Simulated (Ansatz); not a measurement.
**Ge well of 16 atomic layers along [001] in random Si0.3Ge0.7, interfaces graded over 8 layers**

Prepared with Tersoff's 1989 multicomponent potential (SiCGe.tersoff) in LAMMPS: minimisation. Geometry as solved with PBE, support functions at accuracy medium on the grid of 370 eV in Ansatz (a first-principles code).

```xyz
720
Lattice="17.02 0.00 0.00 0.00 17.02 0.00 0.00 0.00 57.46" Properties=species:S:1:pos:R:3 pbc="T T T"
Si    -0.01    -0.01    -0.01
Ge     1.40     1.38     1.40
Ge     2.84     2.83     0.00
Ge     4.28     4.23     1.45
Ge     2.82    -0.05     2.88
Ge     4.28     1.43     4.25
Ge    -0.04     2.83     2.82
Ge     1.39     4.25     4.27
Si     0.02    -0.04     5.66
Ge     1.35     1.42     7.11
Ge     2.82     2.83     5.70
Ge     4.27     4.23     7.13
Ge     2.85     0.04     8.57
Si     4.29     1.40     9.98
Si    -0.04     2.87     8.50
Ge     1.40     4.23     9.92
Ge    -0.02     0.00    11.40
Ge     1.44     1.39    12.83
Ge     2.86     2.81    11.36
Ge     4.23     4.28    12.82
Ge     2.87    -0.05    14.27
Ge     4.28     1.40    15.70
Ge     0.02     2.82    14.28
Ge     1.44     4.29    15.68
Si    -0.01     0.00    17.14
Ge     1.38     1.41    18.55
Ge     2.83     2.83    17.12
Ge     4.24     4.24    18.58
Ge     2.82     0.01    20.00
Ge     4.24     1.43    21.45
Ge    -0.01     2.84    20.06
Si     1.41     4.25    21.45
Ge    -0.03     0.02    22.87
Ge     1.41     1.42    24.33
Ge     2.81     2.87    22.87
Ge     4.24     4.26    24.35
Ge     2.83     0.00    25.79
Ge     4.25     1.42    27.26
Ge     0.00     2.83    25.80
Ge     1.42     4.25    27.26
Ge    -0.01     0.00    28.71
Ge     1.41     1.42    30.18
Ge     2.83     2.84    28.72
Ge     4.25     4.25    30.17
Ge     2.83     0.01    31.63
Ge     4.25     1.43    33.09
Ge    -0.03     2.81    31.66
Ge     1.41     4.25    33.09
Ge    -0.02     0.03    34.51
Ge     1.40     1.43    36.00
Ge     2.83     2.85    34.56
Ge     4.25     4.27    36.02
Ge     2.83     0.00    37.43
Ge     4.26     1.39    38.91
Ge    -0.03     2.82    37.48
Ge     1.39     4.28    38.91
Ge    -0.06     0.01    40.31
Ge     1.38     1.41    41.76
Ge     2.82     2.84    40.32
Ge     4.26     4.27    41.74
Ge     2.83    -0.01    43.17
Ge     4.27     1.43    44.59
Ge    -0.06     2.81    43.23
Ge     1.37     4.28    44.62
Si    -0.07     0.03    46.03
Ge     1.38     1.41    47.43
Ge     2.84     2.85    46.03
Ge     4.31     4.26    47.46
Ge     2.85     0.02    48.87
Ge     4.29     1.45    50.31
Ge     0.01     2.87    48.88
Si     1.45     4.22    50.31
Ge    -0.02     0.00    51.72
Ge     1.44     1.44    53.12
Si     2.83     2.85    51.69
Ge     4.24     4.24    53.12
Ge     2.84     0.00    54.58
Ge     4.27     1.41    56.02
Ge     0.00     2.82    54.60
Ge     1.41     4.26    56.03
Ge    -0.05     5.65     0.02
Ge     1.40     7.09     1.43
Ge     2.83     8.51    -0.01
Ge     4.26     9.94     1.43
Ge     2.84     5.67     2.86
Ge     4.24     7.13     4.28
Ge    -0.01     8.51     2.90
Si     1.42     9.92     4.28
Ge    -0.07     5.67     5.71
Ge     1.43     7.12     7.07
Si     2.81     8.55     5.65
Ge     4.22     9.91     7.08
Ge     2.85     5.70     8.54
Si     4.25     7.08     9.97
Ge    -0.01     8.52     8.53
Ge     1.42     9.92     9.98
Ge     0.03     5.68    11.42
Si     1.45     7.07    12.84
Ge     2.85     8.46    11.41
Ge     4.27     9.95    12.81
Si     2.82     5.69    14.23
Ge     4.21     7.08    15.67
Ge     0.04     8.49    14.25
Ge     1.40     9.95    15.73
Ge     0.04     5.70    17.17
Si     1.43     7.09    18.59
Ge     2.82     8.50    17.17
Ge     4.25     9.99    18.56
Ge     2.79     5.66    20.02
Ge     4.24     7.09    21.45
Ge     0.03     8.49    19.98
Ge     1.45     9.95    21.41
Ge     0.02     5.64    22.87
Ge     1.41     7.09    24.33
Ge     2.83     8.52    22.89
Ge     4.25     9.93    24.36
Ge     2.83     5.68    25.80
Ge     4.25     7.09    27.26
Ge     0.00     8.50    25.80
Ge     1.42     9.92    27.26
Ge     0.00     5.66    28.72
Ge     1.42     7.09    30.17
Ge     2.84     8.51    28.72
Ge     4.26     9.93    30.17
Ge     2.83     5.66    31.63
Ge     4.25     7.08    33.08
Ge     0.00     8.51    31.63
Ge     1.42     9.93    33.08
Ge     0.01     5.67    34.55
Ge     1.42     7.09    36.00
Ge     2.84     8.51    34.54
Ge     4.26     9.92    36.00
Ge     2.85     5.71    37.49
Si     4.24     7.11    38.91
Ge     0.01     8.49    37.46
Ge     1.46     9.89    38.91
Si     0.00     5.67    40.33
Ge     1.42     7.10    41.70
Si     2.87     8.49    40.31
Si     4.23     9.87    41.71
Ge     2.82     5.68    43.17
Ge     4.29     7.06    44.62
Ge    -0.05     8.49    43.16
Ge     1.41     9.91    44.58
Si    -0.05     5.68    45.99
Ge     1.38     7.04    47.43
Ge     2.84     8.48    46.03
Ge     4.29     9.90    47.47
Ge     2.83     5.64    48.90
Ge     4.26     7.14    50.29
Ge     0.00     8.50    48.87
Ge     1.42     9.92    50.33
Ge     0.03     5.63    51.71
Ge     1.46     7.12    53.12
Si     2.86     8.53    51.72
Ge     4.25     9.92    53.13
Ge     2.85     5.67    54.58
Ge     4.28     7.08    56.03
Ge     0.00     8.52    54.57
Ge     1.40     9.96    56.03
Ge    -0.02    11.42     0.01
Si     1.37    12.80     1.47
Ge     2.80    14.16     0.03
Ge     4.28    15.56     1.46
Ge     2.78    11.36     2.85
Ge     4.23    12.83     4.26
Si     0.02    14.19     2.88
Si     1.39    15.57     4.29
Ge     0.02    11.37     5.64
Ge     1.44    12.80     7.08
Si     2.82    14.23     5.67
Ge     4.23    15.61     7.10
Ge     2.84    11.36     8.54
Ge     4.29    12.75    10.00
Ge     0.01    14.20     8.54
Ge     1.45    15.61    10.00
Ge     0.00    11.37    11.40
Ge     1.43    12.78    12.85
Ge     2.89    14.20    11.45
Si     4.29    15.59    12.88
Ge     2.85    11.35    14.28
Ge     4.30    12.78    15.69
Ge    -0.02    14.20    14.28
Ge     1.40    15.61    15.74
Si     0.03    11.37    17.16
Si     1.43    12.71    18.56
Ge     2.82    14.14    17.16
Ge     4.25    15.60    18.57
Si     2.81    11.37    19.97
Ge     4.22    12.74    21.40
Ge     0.03    14.15    19.96
Ge     1.40    15.60    21.44
Ge     0.01    11.35    22.88
Ge     1.42    12.76    24.35
Ge     2.83    14.18    22.88
Ge     4.25    15.60    24.35
Ge     2.83    11.35    25.81
Ge     4.25    12.77    27.26
Ge     0.00    14.19    25.80
Ge     1.42    15.61    27.26
Ge     0.00    11.35    28.71
Ge     1.42    12.77    30.17
Ge     2.83    14.19    28.71
Ge     4.26    15.61    30.17
Ge     2.84    11.35    31.62
Ge     4.25    12.76    33.08
Ge     0.00    14.19    31.63
Ge     1.41    15.61    33.08
Ge     0.00    11.34    34.53
Ge     1.42    12.76    35.98
Ge     2.83    14.19    34.53
Ge     4.25    15.60    35.99
Ge     2.83    11.34    37.43
Ge     4.25    12.75    38.88
Ge     0.00    14.18    37.44
Ge     1.40    15.62    38.89
Ge    -0.02    11.29    40.34
Ge     1.40    12.76    41.75
Ge     2.84    14.19    40.32
Ge     4.31    15.61    41.76
Ge     2.87    11.31    43.13
Ge     4.27    12.79    44.56
Ge    -0.05    14.20    43.17
Ge     1.35    15.64    44.62
Ge    -0.03    11.36    45.98
Ge     1.40    12.76    47.45
Ge     2.82    14.20    46.02
Ge     4.28    15.61    47.44
Ge     2.84    11.34    48.88
Ge     4.28    12.76    50.30
Ge    -0.07    14.20    48.85
Ge     1.40    15.60    50.28
Ge    -0.04    11.39    51.70
Ge     1.40    12.78    53.17
Ge     2.84    14.19    51.72
Ge     4.29    15.63    53.13
Ge     2.84    11.35    54.58
Ge     4.27    12.78    56.03
Ge    -0.06    14.17    54.62
Ge     1.38    15.61    56.05
Ge     5.68    -0.02     0.00
Ge     7.10     1.43     1.44
Ge     8.56     2.80    -0.03
Ge     9.96     4.26     1.43
Ge     8.56     0.02     2.87
Si     9.96     1.44     4.24
Si     5.68     2.82     2.84
Ge     7.09     4.25     4.21
Ge     5.71     0.01     5.71
Si     7.12     1.41     7.12
Ge     8.51     2.79     5.66
Ge     9.91     4.21     7.13
Ge     8.52     0.03     8.54
Si     9.93     1.41     9.98
Ge     5.71     2.79     8.56
Si     7.09     4.23     9.98
Ge     5.65     0.00    11.44
Si     7.08     1.41    12.81
Ge     8.48     2.79    11.37
Ge     9.92     4.22    12.81
Ge     8.47     0.00    14.23
Ge     9.92     1.39    15.68
Ge     5.69     2.82    14.22
Ge     7.09     4.23    15.70
Ge     5.71    -0.01    17.16
Si     7.09     1.40    18.57
Ge     8.49     2.79    17.15
Ge     9.92     4.24    18.58
Ge     8.50     0.01    19.98
Ge     9.95     1.38    21.47
Ge     5.70     2.81    19.99
Ge     7.09     4.24    21.45
Ge     5.66     0.00    22.90
Ge     7.09     1.41    24.36
Ge     8.52     2.82    22.90
Ge     9.94     4.25    24.35
Ge     8.52     0.00    25.80
Ge     9.94     1.42    27.26
Ge     5.66     2.84    25.80
Ge     7.09     4.25    27.26
Ge     5.67     0.00    28.71
Ge     7.09     1.42    30.17
Ge     8.51     2.84    28.71
Ge     9.93     4.26    30.17
Ge     8.51     0.00    31.63
Ge     9.93     1.42    33.08
Ge     5.67     2.84    31.63
Ge     7.09     4.26    33.08
Ge     5.67     0.00    34.53
Ge     7.09     1.42    35.98
Ge     8.51     2.84    34.54
Ge     9.94     4.26    35.99
Ge     8.50     0.02    37.45
Ge     9.91     1.45    38.90
Ge     5.68     2.83    37.45
Ge     7.11     4.24    38.90
Si     5.67     0.01    40.33
Ge     7.10     1.42    41.71
Si     8.51     2.84    40.33
Ge     9.89     4.26    41.76
Ge     8.49    -0.02    43.20
Ge     9.90     1.45    44.63
Ge     5.70     2.86    43.17
Ge     7.12     4.29    44.64
Ge     5.73    -0.01    46.00
Ge     7.11     1.47    47.45
Si     8.52     2.87    46.04
Ge     9.96     4.23    47.43
Ge     8.54     0.04    48.91
Si     9.99     1.43    50.27
Si     5.69     2.84    48.86
Ge     7.10     4.24    50.25
Si     5.68     0.02    51.73
Ge     7.12     1.39    53.13
Ge     8.55     2.81    51.67
Ge     9.94     4.24    53.15
Ge     8.57    -0.01    54.60
Si     9.97     1.38    56.04
Ge     5.70     2.83    54.56
Ge     7.13     4.25    56.01
Ge     5.72     5.67     0.03
Si     7.13     7.06     1.44
Ge     8.52     8.46     0.00
Ge     9.89     9.96     1.42
Si     8.50     5.66     2.81
Ge     9.90     7.06     4.24
Ge     5.72     8.49     2.82
Ge     7.12     9.97     4.23
Ge     5.67     5.67     5.68
Ge     7.08     7.09     7.14
Ge     8.51     8.52     5.70
Ge     9.97     9.91     7.15
Ge     8.49     5.64     8.58
Ge     9.94     7.11     9.95
Ge     5.62     8.50     8.57
Ge     7.05     9.96    10.00
Ge     5.67     5.66    11.35
Ge     7.10     7.09    12.82
Ge     8.52     8.54    11.40
Ge     9.94     9.99    12.83
Ge     8.52     5.65    14.26
Ge     9.93     7.10    15.70
Ge     5.68     8.52    14.26
Ge     7.08     9.98    15.72
Ge     5.65     5.67    17.12
Ge     7.07     7.10    18.56
Ge     8.50     8.53    17.14
Ge     9.94     9.94    18.56
Ge     8.50     5.68    20.01
Ge     9.93     7.09    21.45
Ge     5.65     8.53    20.00
Ge     7.09     9.93    21.45
Ge     5.67     5.67    22.89
Ge     7.09     7.09    24.35
Ge     8.51     8.51    22.90
Ge     9.93     9.93    24.36
Ge     8.51     5.67    25.80
Ge     9.93     7.09    27.26
Ge     5.67     8.51    25.81
Ge     7.09     9.93    27.26
Ge     5.67     5.67    28.72
Ge     7.09     7.09    30.17
Ge     8.51     8.51    28.72
Ge     9.93     9.93    30.17
Ge     8.51     5.67    31.63
Ge     9.93     7.09    33.09
Ge     5.67     8.51    31.63
Ge     7.10     9.93    33.09
Ge     5.67     5.67    34.54
Ge     7.08     7.09    36.01
Ge     8.51     8.50    34.55
Ge     9.94     9.93    36.00
Ge     8.52     5.67    37.45
Ge     9.92     7.11    38.90
Ge     5.64     8.48    37.48
Ge     7.10     9.89    38.92
Ge     5.66     5.71    40.29
Ge     7.14     7.09    41.74
Si     8.52     8.50    40.32
Ge     9.91     9.90    41.73
Si     8.51     5.67    43.18
Ge     9.94     7.01    44.61
Ge     5.66     8.51    43.14
Ge     7.10     9.92    44.60
Si     5.71     5.69    46.06
Si     7.05     7.08    47.46
Ge     8.49     8.45    46.05
Ge     9.94     9.89    47.47
Ge     8.53     5.72    48.84
Si     9.92     7.13    50.27
Si     5.70     8.47    48.85
Ge     7.11     9.87    50.28
Ge     5.69     5.68    51.71
Ge     7.16     7.11    53.12
Si     8.56     8.49    51.68
Ge     9.93     9.91    53.12
Ge     8.57     5.70    54.61
Si     9.96     7.08    56.06
Ge     5.69     8.51    54.57
Ge     7.11     9.93    56.02
Ge     5.72    11.39     0.03
Si     7.10    12.78     1.47
Ge     8.51    14.16     0.03
Ge     9.98    15.62     1.41
Si     8.50    11.40     2.82
Ge     9.91    12.80     4.23
Si     5.71    14.16     2.84
Ge     7.12    15.57     4.27
Ge     5.66    11.37     5.67
Ge     7.13    12.79     7.09
Si     8.53    14.18     5.67
Ge     9.92    15.60     7.08
Ge     8.52    11.34     8.56
Ge     9.93    12.78    10.01
Ge     5.69    14.19     8.54
Ge     7.12    15.61    10.01
Si     5.68    11.37    11.42
Ge     7.07    12.81    12.82
Si     8.51    14.19    11.41
Ge     9.93    15.56    12.84
Ge     8.52    11.43    14.29
Si     9.93    12.83    15.69
Si     5.66    14.20    14.25
Ge     7.09    15.56    15.68
Si     5.67    11.37    17.12
Ge     7.11    12.77    18.50
Si     8.52    14.16    17.08
Ge     9.89    15.57    18.52
Ge     8.50    11.36    20.00
Ge     9.93    12.77    21.46
Ge     5.68    14.17    19.99
Ge     7.08    15.60    21.44
Ge     5.65    11.35    22.89
Ge     7.08    12.78    24.34
Ge     8.51    14.20    22.90
Ge     9.96    15.63    24.33
Ge     8.50    11.35    25.80
Ge     9.93    12.77    27.25
Ge     5.67    14.19    25.81
Ge     7.10    15.60    27.26
Ge     5.67    11.35    28.72
Ge     7.09    12.76    30.17
Ge     8.51    14.19    28.72
Ge     9.93    15.60    30.17
Ge     8.51    11.35    31.63
Ge     9.93    12.77    33.08
Ge     5.67    14.18    31.63
Ge     7.09    15.60    33.08
Ge     5.67    11.34    34.54
Ge     7.09    12.76    36.00
Ge     8.51    14.19    34.54
Ge     9.93    15.61    36.00
Ge     8.50    11.33    37.45
Ge     9.93    12.76    38.88
Ge     5.67    14.19    37.45
Ge     7.07    15.63    38.91
Ge     5.64    11.31    40.35
Ge     7.05    12.78    41.78
Ge     8.50    14.19    40.33
Ge     9.96    15.59    41.78
Ge     8.52    11.36    43.18
Ge     9.93    12.82    44.60
Si     5.71    14.22    43.20
Si     7.10    15.57    44.60
Ge     5.69    11.36    46.02
Ge     7.14    12.80    47.42
Si     8.50    14.22    45.99
Ge     9.90    15.60    47.43
Ge     8.53    11.35    48.89
Ge     9.91    12.77    50.38
Ge     5.72    14.21    48.89
Ge     7.12    15.62    50.37
Ge     5.73    11.35    51.73
Si     7.12    12.79    53.13
Si     8.51    14.20    51.79
Si     9.91    15.60    53.13
Ge     8.50    11.36    54.54
Ge     9.93    12.77    56.00
Ge     5.71    14.17    54.55
Ge     7.12    15.59    56.02
Si    11.35     0.05     0.00
Si    12.70     1.42     1.42
Ge    14.15     2.83     0.05
Si    15.58     4.24     1.43
Ge    14.15     0.01     2.81
Ge    15.60     1.38     4.29
Si    11.34     2.80     2.83
Ge    12.76     4.20     4.25
Ge    11.35     0.04     5.67
Si    12.75     1.40     7.12
Ge    14.19     2.82     5.76
Si    15.58     4.26     7.16
Ge    14.18     0.02     8.51
Ge    15.61     1.45     9.93
Ge    11.35     2.77     8.55
Ge    12.79     4.24     9.95
Ge    11.34     0.02    11.40
Si    12.75     1.40    12.83
Ge    14.17     2.81    11.42
Ge    15.61     4.24    12.84
Ge    14.12    -0.02    14.26
Ge    15.61     1.37    15.71
Ge    11.36     2.80    14.24
Ge    12.77     4.23    15.70
Ge    11.36    -0.05    17.10
Ge    12.77     1.39    18.57
Ge    14.20     2.83    17.15
Ge    15.60     4.28    18.61
Ge    14.22     0.02    20.04
Si    15.61     1.42    21.46
Ge    11.36     2.82    20.02
Ge    12.81     4.27    21.43
Si    11.35     0.00    22.90
Ge    12.75     1.40    24.31
Ge    14.20     2.81    22.87
Ge    15.61     4.24    24.34
Ge    14.17     0.00    25.80
Ge    15.60     1.42    27.25
Ge    11.35     2.83    25.80
Ge    12.77     4.25    27.25
Ge    11.35     0.00    28.72
Ge    12.78     1.42    30.18
Ge    14.19     2.84    28.72
Ge    15.60     4.25    30.18
Ge    14.21     0.03    31.66
Si    15.60     1.42    33.09
Ge    11.35     2.84    31.62
Ge    12.78     4.25    33.08
Ge    11.35     0.00    34.54
Ge    12.78     1.42    35.98
Ge    14.21     2.82    34.51
Ge    15.60     4.25    36.00
Ge    14.21     0.04    37.46
Si    15.57     1.45    38.91
Ge    11.35     2.84    37.44
Ge    12.79     4.23    38.90
Ge    11.35     0.03    40.34
Ge    12.81     1.47    41.74
Si    14.22     2.84    40.29
Ge    15.60     4.25    41.72
Ge    14.23     0.02    43.18
Si    15.56     1.42    44.66
Ge    11.37     2.88    43.21
Si    12.78     4.24    44.65
Ge    11.36     0.03    46.04
Si    12.76     1.46    47.44
Si    14.15     2.81    46.01
Ge    15.58     4.25    47.38
Ge    14.17     0.01    48.80
Ge    15.58     1.42    50.28
Si    11.35     2.79    48.84
Ge    12.71     4.21    50.27
Ge    11.33     0.01    51.74
Si    12.73     1.40    53.17
Ge    14.12     2.80    51.74
Ge    15.59     4.23    53.15
Ge    14.15     0.02    54.57
Ge    15.59     1.39    56.06
Ge    11.35     2.79    54.60
Ge    12.73     4.26    56.06
Si    11.32     5.68    -0.02
Ge    12.74     7.08     1.38
Ge    14.15     8.55    -0.04
Ge    15.60     9.94     1.43
Ge    14.20     5.67     2.83
Si    15.58     7.07     4.27
Ge    11.33     8.52     2.84
Ge    12.77     9.94     4.28
Ge    11.34     5.64     5.70
Ge    12.78     7.06     7.17
Ge    14.19     8.47     5.69
Ge    15.60     9.95     7.09
Si    14.20     5.63     8.54
Ge    15.59     7.06     9.94
Si    11.36     8.50     8.55
Ge    12.70     9.95     9.97
Ge    11.35     5.67    11.38
Ge    12.77     7.09    12.84
Ge    14.17     8.51    11.38
Ge    15.61     9.92    12.83
Ge    14.20     5.67    14.28
Ge    15.63     7.10    15.71
Ge    11.34     8.53    14.26
Ge    12.75     9.95    15.71
Ge    11.35     5.66    17.14
Ge    12.81     7.07    18.60
Ge    14.20     8.53    17.14
Ge    15.65     9.96    18.55
Si    14.20     5.68    20.01
Ge    15.60     7.07    21.42
Ge    11.36     8.51    20.01
Ge    12.78     9.93    21.45
Ge    11.36     5.67    22.89
Ge    12.77     7.09    24.35
Ge    14.20     8.50    22.89
Ge    15.61     9.93    24.34
Ge    14.19     5.66    25.80
Ge    15.60     7.08    27.26
Ge    11.35     8.51    25.81
Ge    12.77     9.93    27.26
Ge    11.35     5.67    28.71
Ge    12.77     7.09    30.17
Ge    14.18     8.51    28.72
Ge    15.60     9.93    30.17
Ge    14.19     5.67    31.63
Ge    15.61     7.09    33.09
Ge    11.35     8.51    31.63
Ge    12.77     9.93    33.09
Ge    11.36     5.67    34.53
Ge    12.77     7.09    36.00
Ge    14.19     8.51    34.54
Ge    15.61     9.92    36.00
Ge    14.19     5.68    37.46
Ge    15.61     7.09    38.94
Ge    11.36     8.51    37.45
Ge    12.81     9.90    38.92
Ge    11.36     5.67    40.33
Ge    12.80     7.10    41.75
Si    14.22     8.51    40.35
Si    15.58     9.90    41.74
Ge    14.19     5.65    43.23
Si    15.61     7.06    44.61
Ge    11.33     8.49    43.18
Ge    12.78     9.92    44.59
Si    11.37     5.61    46.01
Ge    12.69     7.07    47.45
Ge    14.19     8.46    46.01
Ge    15.59     9.93    47.45
Ge    14.15     5.64    48.85
Ge    15.58     7.06    50.30
Si    11.31     8.48    48.89
Ge    12.70     9.92    50.30
Ge    11.30     5.69    51.68
Ge    12.73     7.08    53.16
Ge    14.16     8.51    51.73
Ge    15.58     9.95    53.16
Ge    14.16     5.66    54.59
Ge    15.59     7.10    56.01
Ge    11.33     8.51    54.64
Si    12.75     9.94    56.02
Ge    11.36    11.34    -0.03
Ge    12.75    12.79     1.43
Ge    14.19    14.19    -0.02
Ge    15.65    15.60     1.43
Ge    14.21    11.40     2.87
Si    15.65    12.80     4.24
Si    11.34    14.19     2.83
Ge    12.75    15.57     4.24
Ge    11.36    11.38     5.70
Si    12.77    12.78     7.09
Ge    14.20    14.15     5.67
Ge    15.62    15.62     7.07
Ge    14.14    11.38     8.52
Ge    15.56    12.80     9.99
Ge    11.37    14.17     8.52
Ge    12.78    15.60     9.98
Si    11.34    11.38    11.42
Ge    12.74    12.80    12.83
Si    14.15    14.19    11.41
Ge    15.55    15.58    12.81
Ge    14.19    11.36    14.27
Ge    15.63    12.75    15.74
Si    11.33    14.19    14.29
Si    12.73    15.56    15.65
Ge    11.31    11.41    17.11
Ge    12.76    12.80    18.57
Ge    14.16    14.22    17.10
Ge    15.62    15.62    18.55
Ge    14.19    11.36    20.00
Ge    15.60    12.78    21.44
Ge    11.33    14.21    20.01
Ge    12.75    15.64    21.48
Ge    11.35    11.35    22.90
Ge    12.77    12.77    24.36
Ge    14.18    14.19    22.90
Ge    15.60    15.61    24.35
Ge    14.19    11.35    25.80
Ge    15.60    12.77    27.26
Ge    11.35    14.19    25.80
Ge    12.77    15.61    27.26
Ge    11.35    11.35    28.71
Ge    12.77    12.77    30.17
Ge    14.19    14.19    28.72
Ge    15.60    15.61    30.18
Ge    14.18    11.35    31.63
Ge    15.60    12.77    33.09
Ge    11.35    14.19    31.63
Ge    12.77    15.61    33.09
Ge    11.35    11.35    34.54
Ge    12.77    12.76    35.99
Ge    14.19    14.19    34.55
Ge    15.60    15.62    35.99
Ge    14.19    11.34    37.45
Ge    15.60    12.76    38.90
Ge    11.35    14.19    37.44
Ge    12.77    15.63    38.88
Ge    11.36    11.34    40.32
Ge    12.75    12.79    41.78
Ge    14.20    14.22    40.35
Si    15.60    15.62    41.75
Ge    14.22    11.34    43.16
Si    15.60    12.77    44.58
Si    11.36    14.19    43.19
Ge    12.76    15.61    44.58
Ge    11.35    11.35    46.03
Ge    12.78    12.78    47.46
Ge    14.22    14.19    46.00
Si    15.60    15.64    47.40
Ge    14.18    11.36    48.91
Si    15.56    12.80    50.30
Ge    11.32    14.18    48.89
Ge    12.79    15.60    50.30
Si    11.34    11.34    51.74
Ge    12.76    12.77    53.11
Si    14.18    14.16    51.69
Ge    15.55    15.57    53.13
Ge    14.16    11.36    54.63
Si    15.57    12.77    56.04
Ge    11.32    14.22    54.55
Ge    12.73    15.64    56.04
```
